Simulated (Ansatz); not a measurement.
# Sensitivity of a calculation on Zr₃Hg (Pm-3n, 8 atoms in the cell) to its settings

```
Zr3Hg
1.0
    5.59122     0.00000     0.00000
    0.00000     5.59122     0.00000
    0.00000     0.00000     5.59122
Zr Hg
6 2
Cartesian
  2.79561   1.39780   0.00000
  2.79561   4.19341   0.00000
  1.39780   0.00000   2.79561
  4.19341   0.00000   2.79561
  0.00000   2.79561   1.39780
  0.00000   2.79561   4.19341
  2.79561   2.79561   2.79561
  0.00000   0.00000   0.00000
```

Base run A: PBEsol, default PAW files made with PBE (Ansatz, an electronic-structure program), self-consistent single point.

Its settings: kpoints.mp_grid.grid = 5 5 5; kpoints.mp_grid.shift = 0.5 0.5 0.5; hamiltonian.xc = pbesol; hamiltonian.pseudopotentials = {kind: paw} (the program's default PAW files); scf.occupations.method = cold; scf.occupations.width = 0.2 eV.

The starting cell comes from a database of computed structures (which also holds hypothetical and non-ambient phases and stackings), without a prior relaxation at this level. In the base run, with a pressure of about -4 GPa the cell is away from its equilibrium volume at this level. Ansatz's pressure includes its estimate of the finite-basis (Pulay) stress.

ΔF is the free energy per atom less that of run A. 

Runs C sample the zone with one or two k-points, far too few for so small a cell.

Run A gave: pressure (GPa) -4.11; k-points 10.

Runs:
- B: scf.occupations.width: 0.2 eV → 0.025 eV
- C: kpoints.mp_grid.grid: 5 5 5 → 1 1 1; width narrowed by the program to 0.1370 eV
- D: scf.occupations.method: cold → fermi_dirac; scf.occupations.width: 0.2 eV → 0.1 eV
- E: scf.convergence.dr2_threshold: default (1e-07 eV) → 1e-05 eV
- F: crystal.symmetry.detect: default → false
- G: scf.mixing.preconditioner: default (the program chose Kerker) → local_kerker
- H: scf.mixing.algorithm: default (the program chose MSR1) → anderson; scf.mixing.beta: default → 0.7

Q: What does run D change against A?

A: The free energy drops by 15.3 meV/atom and the pressure goes from -4.11 to -4.00 GPa.

Q: What does run C change against A?

A: The free energy goes up by 712 meV/atom and the pressure goes from -4.11 to 5.00 GPa.

Q: What does run B change against A?

A: The free energy drops by 2.2 meV/atom and the pressure goes from -4.11 to -4.29 GPa.

```json
[
 {"run": "A", "ΔF (meV/atom)": "0.00", "pressure (GPa)": "-4.11", "k-points": "10"},
 {"run": "B", "ΔF (meV/atom)": "-2.2", "pressure (GPa)": "-4.29", "k-points": "10"},
 {"run": "C", "ΔF (meV/atom)": "711.9", "pressure (GPa)": "5.00", "k-points": "1"},
 {"run": "D", "ΔF (meV/atom)": "-15.3", "pressure (GPa)": "-4.00", "k-points": "10"},
 {"run": "E", "ΔF (meV/atom)": "0.00", "pressure (GPa)": "-4.11", "k-points": "10"},
 {"run": "F", "ΔF (meV/atom)": "0.00", "pressure (GPa)": "-4.11", "k-points": "63"},
 {"run": "G", "ΔF (meV/atom)": "0.00", "pressure (GPa)": "-4.11", "k-points": "10"},
 {"run": "H", "ΔF (meV/atom)": "0.00", "pressure (GPa)": "-4.11", "k-points": "10"}
]
```

Keys are those of Ansatz 0.2.
